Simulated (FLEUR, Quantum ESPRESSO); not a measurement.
A FLEUR input for a self-consistent single point of BaS3 (P-42_1m, 8 atoms in the cell) (DFT, PBEsol, all-electron FLAPW (FLEUR), scalar-relativistic valence):

Input of the input generator:

```
BaS3 FLAPW
&input film=f /
6.9519600000 0.0000000000 0.0000000000
0.0000000000 6.9519600000 0.0000000000
0.0000000000 0.0000000000 4.2160100000
1.8897261246
1.0 1.0 1.0

8
56 0.5000000000 0.5000000000 0.0000000000
56 0.0000000000 0.0000000000 0.0000000000
16 0.6778800000 0.8221200000 0.4751900000
16 0.8221200000 0.3221200000 0.5248100000
16 0.3221200000 0.1778800000 0.4751900000
16 0.1778800000 0.6778800000 0.5248100000
16 0.5000000000 0.0000000000 0.2115100000
16 0.0000000000 0.5000000000 0.7884900000

&comp jspins=1 /
&exco xctyp='PBEs' /
&kpt div1=3 div2=3 div3=5 /
&end /
```

```xml
<?xml version="1.0" encoding="UTF-8" standalone="no"?>
<fleurInput fleurInputVersion="0.39">
   <comment>
      BaS3 FLAPW                                                                                          
   </comment>
   <calculationSetup>
      <cutoffs Kmax="4.4" Gmax="17.6" GmaxXC="17.6" numbands="0"/>
      <scfLoop itmax="100" minDistance="0.00001" maxIterBroyd="15" imix="Anderson" alpha="0.05" precondParam="0.0" spinf="2.0"/>
      <coreElectrons ctail="T" frcor="F" kcrel="0" coretail_lmax="0"/>
      <xcFunctional name="PBEs" relativisticCorrections="F"/>
      <magnetism jspins="1"/>
      <soc l_soc="F" theta="0.0" phi="0.0" spav="F"/>
      <expertModes spex="0" secvar="F"/>
      <geometryOptimization l_f="T" forcealpha="1.0" forcemix="BFGS" epsdisp="0.00001" epsforce="0.00001"/>
      <ldaU l_linMix="F" mixParam="0.05" spinf="1.0"/>
   </calculationSetup>
   <cell>
      <bzIntegration valenceElectrons="56.0" mode="hist" fermiSmearingEnergy="0.00183747">
         <kPointListSelection listName="default-1"/>
         <!-- k-points included here -->
         <xi:include xmlns:xi="http://www.w3.org/2001/XInclude" href="kpts.xml"> </xi:include>
      </bzIntegration>
      <!-- symmetry operations included here -->
      <xi:include xmlns:xi="http://www.w3.org/2001/XInclude" href="sym.xml"> </xi:include>
      <bulkLattice scale="1.0">
         <bravaisMatrix>
            <row-1>   13.1373004291742141     0.0000000000000000     0.0000000000000000</row-1>
            <row-2>    0.0000000000000000    13.1373004291742141     0.0000000000000000</row-2>
            <row-3>    0.0000000000000000     0.0000000000000000     7.9671042385748452</row-3>
         </bravaisMatrix>
      </bulkLattice>
   </cell>
   <atomSpecies>
      <species name="Barium (Ba)" element="Ba" atomicNumber="56">
         <mtSphere radius="2.68" gridPoints="925" logIncrement="0.014"/>
         <atomicCutoffs lmax="10" lnonsphr="8"/>
         <electronConfig flipSpins="F">
            <coreConfig>(1s1/2) (2s1/2) (2p1/2) (2p3/2) (3s1/2) (3p1/2) (3p3/2) (4s1/2) (3d3/2) (3d5/2) (4p1/2) (4p3/2) (4d3/2) (4d5/2)</coreConfig>
            <valenceConfig>(5s1/2) (5p1/2) (5p3/2) (6s1/2)</valenceConfig>
         </electronConfig>
         <energyParameters s="6" p="6" d="5" f="4"/>
         <lo type="SCLO" l="0" n="5" eDeriv="0"/>
         <lo type="SCLO" l="1" n="5" eDeriv="0"/>
      </species>
      <species name="Sulfur (S)" element="S" atomicNumber="16">
         <mtSphere radius="1.83" gridPoints="631" logIncrement="0.018"/>
         <atomicCutoffs lmax="8" lnonsphr="6"/>
         <electronConfig flipSpins="F">
            <coreConfig>(1s1/2) (2s1/2) (2p1/2) (2p3/2)</coreConfig>
            <valenceConfig>(3s1/2) (3p1/2) (3p3/2)</valenceConfig>
            <stateOccupation state="(3p1/2)" spinUp="0.6666666666667" spinDown="0.6666666666667"/>
            <stateOccupation state="(3p3/2)" spinUp="1.3333333333333" spinDown="1.3333333333333"/>
         </electronConfig>
         <energyParameters s="3" p="3" d="3" f="4"/>
      </species>
   </atomSpecies>
   <atomGroups>
      <atomGroup species="Barium (Ba)">
         <relPos label="                   1">1.000/2.000 1.000/2.000 .0000000000</relPos>
         <relPos label="                   2">.0000000000 .0000000000 .0000000000</relPos>
         <force calculate="T" relaxXYZ="TTT"/>
      </atomGroup>
      <atomGroup species="Sulfur (S)">
         <relPos label="                   3">-.3221200000 -.1778800000 .4751900000</relPos>
         <relPos label="                   4">-.1778800000 .3221200000 -.4751900000</relPos>
         <relPos label="                   5">.3221200000 .1778800000 .4751900000</relPos>
         <relPos label="                   6">.1778800000 -.3221200000 -.4751900000</relPos>
         <force calculate="T" relaxXYZ="TTT"/>
      </atomGroup>
      <atomGroup species="Sulfur (S)">
         <relPos label="                   7">1.000/2.000 .0000000000 .2115100000</relPos>
         <relPos label="                   8">.0000000000 1.000/2.000 -.2115100000</relPos>
         <force calculate="T" relaxXYZ="TTT"/>
      </atomGroup>
   </atomGroups>
   <output dos="F" band="F" slice="F">
      <checks vchk="F" cdinf="F"/>
      <bandDOS minEnergy="-.5*Htr" maxEnergy="0.5*Htr" sigma="0.015" storeEVData="T"/>
      <vacuumDOS vacdos="F" integ="F" star="F" nstars="0" locx1="0.0" locy1="0.0" locx2="0.0" locy2="0.0" nstm="0" tworkf="0.0"/>
      <unfoldingBand unfoldBand="F" supercellX="1" supercellY="1" supercellZ="1"/>
      <plotting iplot="0" polar="F">
         <plot TwoD="T" vec1="  1.0  0.0  0.0" vec2="  0.0  1.0  0.0" vec3="  0.0  0.0  1.0" zero="  0.0  0.0  0.0" file="plot"/>
      </plotting>
      <chargeDensitySlicing numkpt="0" minEigenval="0.0" maxEigenval="0.0" nnne="0" pallst="F"/>
      <specialOutput eonly="F"/>
      <magneticCircularDichroism mcd="F" energyLo="-10.0" energyUp="0.0"/>
   </output>
  <!-- We include the file relax.xml here to enable relaxations (see documentation) -->
  <xi:include xmlns:xi="http://www.w3.org/2001/XInclude" href="relax.xml"> <xi:fallback/> </xi:include>
</fleurInput>
```

Q: Translate this input to Quantum ESPRESSO.

A: One input that does it (others would too):

```fortran
&CONTROL
 calculation = 'scf'
 prefix = 'pwscf'
 outdir = './tmp/'
 pseudo_dir = './'
 verbosity = 'high'
 tprnfor = .true.
 tstress = .true.
/
&SYSTEM
 ibrav = 0
 celldm(1) = 13.1373004294
 nat = 8
 ntyp = 2
 ecutwfc = 60
 occupations = 'smearing'
 smearing = 'fermi-dirac'
 degauss = 0.0036749
/
&ELECTRONS
 conv_thr = 1.0e-11
/
ATOMIC_SPECIES
Ba   137.3270  Ba.upf
S     32.0600  S.upf
CELL_PARAMETERS {alat}
   1.0000000000     0.0000000000     0.0000000000
   0.0000000000     1.0000000000     0.0000000000
   0.0000000000     0.0000000000     0.6064491165
ATOMIC_POSITIONS {angstrom}
Ba    3.4759800000    3.4759800000    0.0000000000
Ba    0.0000000000    0.0000000000    0.0000000000
S     4.7125946448    5.7153453552    2.0034057919
S     5.7153453552    2.2393653552    2.2126042081
S     2.2393653552    1.2366146448    2.0034057919
S     1.2366146448    4.7125946448    2.2126042081
S     3.4759800000    0.0000000000    0.8917282751
S     0.0000000000    3.4759800000    3.3242817249
K_POINTS {automatic}
3 3 5  0 0 0
```

Basis, cutoffs, solver keys and any potentials are the target program's own. This input uses DFT, PBEsol, plane waves, PseudoDojo standard norm-conserving (PBESOL) pseudopotentials.

The starting cell comes from a database of computed structures (which also holds hypothetical and non-ambient phases and stackings), without a prior relaxation at this level.
